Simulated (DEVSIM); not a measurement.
System: illuminated Si p-on-n cell, one wavelength, at 300 K.

| layer (left to right) | material | thickness (μm) | Nd (cm⁻³) | Na (cm⁻³) | τn (s) | τp (s) | absorption coefficient (cm⁻¹) |
|---|---|---|---|---|---|---|---|
| 1 | Si | 0.710 | - | 6.1e17 | 1.6e-6 | 8.4e-6 | 1200 |
| 2 | Si | 170 | 3.1e16 | - | 3.8e-5 | 3.8e-5 | 1200 |

Left contact: ohmic, minority electron recombination velocity 80000 cm/s. Right contact: ohmic, minority hole recombination velocity 300 cm/s. Voltage is applied to the left contact. Recombination: SRH at mid-gap, radiative, Auger. Light enters at the left, 5.8e16 photons cm⁻² s⁻¹, one pass, no reflection. Mobility is constant in doping. Where it depends on doping, it is μmin + (μ − μmin)/(1 + (N/Nref)^α).

Constants are typed, rounded textbook-type inputs, not results; the design itself was drawn at random and stands for no fabricated device. Values at 300 K. The table also holds parameters that only a changed run uses.

```tsv
parameter	Si
gap (eV)	1.124
affinity (eV)	4.05
permittivity	11.7
Nc (cm⁻³)	2.86e19
Nv (cm⁻³)	3.1e19
μn (cm²/Vs)	1417
μp (cm²/Vs)	470
μn,min	52
μp,min	45
Nref,n	9.7e16
Nref,p	2.2e17
αn	0.68
αp	0.72
B (cm³/s)	4.7e-15
Cn (cm⁶/s)	2.8e-31
Cp (cm⁶/s)	9.9e-32
```

Model (solved in DEVSIM): 1D drift-diffusion, Boltzmann statistics, complete ionisation; no tunnelling, impact ionisation, image-force lowering or self-heating.

Base results: largest field in the device at zero bias (V/cm) 87000; largest power (mW/cm²) 4.20; short-circuit current (mA/cm²) 8.97; open-circuit voltage (V) 0.570.

Problem. What follows from this one change: doping Na of layer 1 6.1e+17 → 1.8e+17 cm^-3?

Solution. largest field in the device at zero bias 87000 → 79000 V/cm; largest power 4.20 → 3.94 mW/cm²; short-circuit current little changed (8.97 mA/cm²); open-circuit voltage 0.570 → 0.540 V.

Problem. What follows from this one change: photon flux 5.8e+16 → 1.7e+17 cm^-2 s^-1?

Solution. largest field in the device at zero bias little changed (87000 V/cm); largest power 4.20 → 13.0 mW/cm²; short-circuit current 8.97 → 26.3 mA/cm²; open-circuit voltage 0.570 → 0.597 V.

Problem. What follows from this one change: doping-dependent mobility in place of the constant one?

Solution. largest field in the device at zero bias little changed (87000 V/cm); largest power little changed (4.19 mW/cm²); short-circuit current 8.97 → 8.84 mA/cm²; open-circuit voltage 0.570 → 0.577 V.
